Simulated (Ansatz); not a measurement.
The starting structures come from a database of crystals and need not be the phases stable at ambient conditions.

Given:

```
BP
1.0
    3.18832     0.00000     0.00000
   -1.59416     2.76117     0.00000
    0.00000     0.00000     5.29007
B P
2 2
Direct
  0.66667   0.33333   0.50041
  0.33333   0.66667   0.00041
  0.66667   0.33333   0.87459
  0.33333   0.66667   0.37459
```

Space group of this cell: P6_3mc, wurtzite. The cell is taken as given.

Level of theory: r2SCAN (plane waves, PAW; Ansatz, a program for electronic structure).

The current runs along the normal of the first two printed vectors; no spin-orbit coupling. Scaled by the factor s: both lengths across the current (ions clamped). Meshes 12×12×6 and 12×12 across the current in all rows.

```json
[
 {"s": "0.98", "mean pressure (GPa)": "8.0", "band gap (eV)": "?"},
 {"s": "1.00", "mean pressure (GPa)": "0.4", "band gap (eV)": "1.18"},
 {"s": "1.02", "mean pressure (GPa)": "-5.7", "band gap (eV)": "1.27"}
]
```

**Question.** Take the slope of the band gap against ln s from the two given rows, extrapolate to s = 0.98, and say what the run there gives.

**Answer.** Slope = (1.27 − 1.18) / ln 1.02 = 4.54 eV. The line gives 1.18 + (4.54) × ln 0.98 = 1.09 eV. The run gives 0.99 eV, 0.10 eV under the line, 107 % of the predicted step.
